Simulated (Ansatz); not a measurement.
An Ansatz (a quantum-chemistry and plane-wave program) input (PBEsol/PAW in Ansatz, no SOC):

Ansatz 0.2 input:
```yaml
crystal:
  lattice:
    - [-2.6333042302, 2.6333042302, 5.2425415327]
    - [2.6333042302, -2.6333042302, 5.2425415327]
    - [2.6333042302, 2.6333042302, -5.2425415327]
  atoms:
    - { symbol: Cu, position: [0, 0, 0] }
    - { symbol: Cu, position: [0.75, 0.25, 0.5] }
    - { symbol: Zn, position: [0.25, 0.75, 0.5] }
    - { symbol: Ge, position: [0.5, 0.5, 0] }
    - { symbol: S, position: [0.6304907528, 0.6207827174, 0.4985658367] }
    - { symbol: S, position: [0.1222168808, 0.1319249162, 0.5014341634] }
    - { symbol: S, position: [0.3792172826, 0.8777831192, 0.0097080354] }
    - { symbol: S, position: [0.8680750838, 0.3695092472, 0.9902919646] }
basis: { ecutwfc: 420, ecutrho_ratio: 4, xc_grid: 2, fft_grid_basis: typed }
kpoints: { mp_grid: { grid: [9, 9, 9] } }
hamiltonian:
  xc: pbesol
  dispersion: none
  pseudopotentials: { kind: paw }
scf: { occupations: { method: fermi_dirac, width: 0.05 } }
relax: { f_tol: 0.005, max_steps: 50, cell: { stress_tol: 0.01, sigma_target: [0, 0, -0.5, 0, 0, 0] } }
output: { forces: true, stress: true }
checkpoint: { write: state.ck, write_every: 1000 }
```

Question: Which symmetry and how many k-points will the program report, and about how many plane waves at Γ?

Answer: Space group I-4 (ITA 82) with 4 operations, k-points 105 of 729, and 2881 plane waves at Γ.

Load acts through the strain it causes; cell and atoms are relaxed under it. sigma_target is in GPa, compression positive, in the order xx, yy, zz, yz, xz, xy. Beyond what the load breaks, stability against distortions was not tested. All final runs are without spin polarisation. The cell was made from ZnCu2GeS4 (space group I-4, No. 82) by this change: uniaxial stress, 0.5 GPa tension along z.
